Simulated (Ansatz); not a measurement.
Consider the following.

```yaml
crystal:
  lattice:
    - [1.59545, 0.92113, 5.77617]
    - [-1.59545, 0.92113, 5.77617]
    - [0.00000, -1.84227, 5.77617]
  atoms:
    - { symbol: Mo, position: [0.00004, 0.00004, 0.00004] }
    - { symbol: S, position: [0.75536, 0.75536, 0.75536] }
    - { symbol: S, position: [0.57790, 0.57790, 0.57790] }
```

No spin polarisation.

Level of theory: Kohn–Sham DFT with the r2SCAN+rVV10 functional, run in Ansatz (a first-principles code) with PAW and 500 eV plane waves, no SOC, earlier PAW set. k-mesh 12×12×12 (Γ-centred); smearing 0.05 eV (Fermi–Dirac).

### Question
Estimate the smallest direct gap.

### Answer
1.70 eV.

### Question
What space group does the calculation give?

### Answer
R3m (No. 160).

Load acts through the strain it causes; cell and atoms are relaxed under it. Beyond what the load breaks, stability against distortions was not tested. The cell was made from MoS₂ in the 3R-MoS2 type structure (space group R3m, No. 160; layered, stacked along the Cartesian z axis) by this change: uniaxial stress, 5 GPa compression along z.
